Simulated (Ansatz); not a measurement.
An ideal cubic perovskite cell is held by its symmetry; such compounds can tilt or shift off centre at room temperature.

Inside the gap of an insulator the Bloch states are evanescent, with a wavenumber k + iκ along the transport direction.

Consider the following.

```yaml
crystal:
  lattice:
    - [8.41263, 0.00000, 0.00000]
    - [-4.20632, 7.28555, 0.00000]
    - [4.20632, 2.42852, 3.43444]
  atoms:
    - { symbol: Cs, position: [0.00000, 0.00000, 0.00000] }
    - { symbol: Pb, position: [0.00000, 0.50000, 0.50000] }
    - { symbol: Br, position: [0.00000, 0.50000, 0.00000] }
    - { symbol: Br, position: [0.50000, 0.50000, 0.00000] }
    - { symbol: Br, position: [0.50000, 0.00000, 0.00000] }
```

The cell is taken as given.

Transport runs along the normal of the first two printed cell vectors, the (111) plane of the conventional cell.

The gap is the functional's own, uncorrected, and κ follows it; spin-orbit coupling is left out. Mid-gap means the computed energy nearest the middle.

Question: Predict the band gap and the smallest decay constant κ at mid-gap from r2SCAN (Ansatz, a program for electronic structure).

Answer: Gap 2.06 eV on a 10×10×10 mesh; κ = 0.153 1/Å, at the zone centre.
